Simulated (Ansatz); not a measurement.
The starting structures come from a database of crystals and need not be the phases stable at ambient conditions.

 Where the default PAW files enter, the runs use the earlier of Ansatz's two default sets.

Crystal: LiScF4 (I4_1/a, not sure to be the ambient phase, 12 atoms a cell, 10.8 Å³ an atom, -5 GPa at this level); planes in its conventional cell.

Computed with r2SCAN (plane waves, PAW; Ansatz, a first-principles code).

No gap correction and no spin-orbit coupling; mid-gap values are interpolated between computed energies.

```
plane  area of the cell (Å²)  mid-gap κ (1/Å)  largest κ in the gap (1/Å)
-----  ---------------------  ---------------  --------------------------
(110)                   36.4             0.65                        0.65
(001)                   25.6              [?]                         [?]
```

Question: The slowest decay depends on the direction. Supply the withheld values.

Answer: 
- (001), mid-gap κ (1/Å): 0.59
- (001), largest κ in the gap (1/Å): 0.61
